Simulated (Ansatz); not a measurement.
TiAs (P6₃/mmc, No. 194), relaxed in Ansatz (plane waves) with several semilocal functionals. Each gives its own volume and its own bulk modulus:

| level | V0 (Å³/atom) | bulk modulus B0 (GPa) | ln V0 | ln B0 |
|---|---|---|---|---|
| PBEsol-D3(BJ) | 16.099 | 141.9 | 2.7788 | 4.9551 |
| LDA | 16.324 | 138.1 | 2.7926 | 4.9280 |
| PBEsol | 16.770 | 129.9 | 2.8196 | 4.8668 |
| r²SCAN-D4 | 17.133 | 128.9 | 2.8410 | 4.8590 |
| rVV10 | 17.853 | 112.1 | 2.8822 | 4.7194 |
| BLYP | 18.340 | 103.2 | 2.9091 | 4.6367 |

Question: Fit a straight line to ln B0 against ln V0. What does it predict for r²SCAN+rVV10, whose volume is 17.128 Å³/atom?

Answer: With x = ln V0 and y = ln B0: means 2.83722 and 4.82750; Σ(Δx Δy) = -0.03109, Σ(Δx²) = 0.01292, so the slope is -2.41. At x = 2.8407 the line gives y = 4.82750 + (-2.41) × (2.8407 − 2.83722) = 4.8191, or 123.9 GPa. The run with r²SCAN+rVV10 gives 129.6 GPa, +4.6 % from the line. The rows used scatter about it by up to 4.1 %, while the largest value lies 37 % above the smallest.

The crystal itself was run without spin with PBEsol-D3(BJ), LDA, PBEsol, r²SCAN+rVV10, r²SCAN-D4, rVV10, BLYP; a magnetic state was not tried in these runs.

Ansatz's density-functional and Hartree–Fock values are scalar-relativistic unless marked +SOC, with PAW data made under PBE.

Ansatz is a quantum-chemistry and plane-wave program.
